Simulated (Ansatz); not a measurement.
Partial pair distribution functions of a relaxed model of amorphous Ti20O41Sr, broadened by 0.06 Å; density 3.57 g/cm³. Calculation: PBE, scalar-relativistic without spin-orbit coupling (plane waves to 420 eV, PAW; Ansatz, an electronic-structure program).

The cell was made by melting and quenching with the CHGNet potential and then relaxed with DFT. O atoms were pushed apart under 1.9 Å during the dynamics, to hinder bonds among them. The hot cell started wider than the set density and was brought back towards it in steps. It is the lowest in DFT energy of 2 quenches. It is a model cell: composition and starting density were chosen by hand, and all elements were melted together. No dispersion term was used. Its density started from a set value of 3.67 and ended at 3.57 g/cm³. Cooling (nominally 240 K/ps over its main leg) ran many orders faster than in experiment, which tends to leave more defects and strain. A cell of this size samples the disorder only roughly. Volume and shape were free in the relaxation. On a 2×2×2 Γ-centred mesh force components of up to 0.14 eV/Å stay, since the relaxation ran on the zone centre alone.

| r (Å) | g Ti-O | g O-Sr | g Ti-Ti | g O-O |
|---|---|---|---|---|
| 1.55 | 0.01 | 0.00 | 0.00 | 0.00 |
| 1.65 | 0.42 | 0.00 | 0.00 | 0.00 |
| 1.75 | 2.69 | 0.00 | 0.00 | 0.00 |
| 1.85 | 6.43 | 0.00 | 0.00 | 0.00 |
| 1.95 | 5.65 | 0.00 | 0.00 | 0.00 |
| 2.05 | 3.45 | 0.00 | 0.00 | 0.00 |
| 2.15 | 2.19 | 0.00 | 0.00 | 0.00 |
| 2.25 | 0.71 | 0.00 | 0.00 | 0.01 |
| 2.35 | 0.28 | 0.01 | 0.00 | 0.28 |
| 2.45 | 0.17 | 0.91 | 0.00 | 1.25 |
| 2.55 | 0.01 | 7.00 | 0.00 | 2.03 |
| 2.65 | 0.03 | 3.57 | 0.00 | 2.25 |
| 2.75 | 0.07 | 0.87 | 0.01 | 2.56 |
| 2.85 | 0.01 | 1.06 | 0.36 | 2.54 |
| 2.95 | 0.05 | 0.12 | 2.11 | 2.33 |
| 3.05 | 0.27 | 0.63 | 2.60 | 1.49 |
| 3.15 | 0.36 | 0.86 | 1.65 | 1.07 |
| 3.25 | 0.48 | 0.07 | 1.69 | 0.69 |
| 3.35 | 0.76 | 0.00 | 2.16 | 0.88 |
| 3.45 | 0.75 | 0.14 | 2.52 | 0.92 |
| 3.55 | 0.96 | 1.40 | 1.88 | 0.67 |
| 3.65 | 1.10 | 1.44 | 1.91 | 0.76 |
| 3.75 | 0.93 | 1.22 | 1.46 | 0.87 |
| 3.85 | 1.20 | 0.99 | 0.81 | 0.75 |
| 3.95 | 1.29 | 0.41 | 0.59 | 0.89 |
| 4.05 | 1.06 | 0.28 | 0.28 | 0.85 |
| 4.15 | 1.27 | 0.59 | 0.10 | 0.67 |
| 4.25 | 1.62 | 0.88 | 0.69 | 0.49 |
| 4.35 | 1.57 | 1.83 | 0.75 | 0.52 |
| 4.45 | 1.57 | 0.75 | 0.53 | 0.60 |

Within 2.54 Å each Ti has 5.45 O neighbours on average.
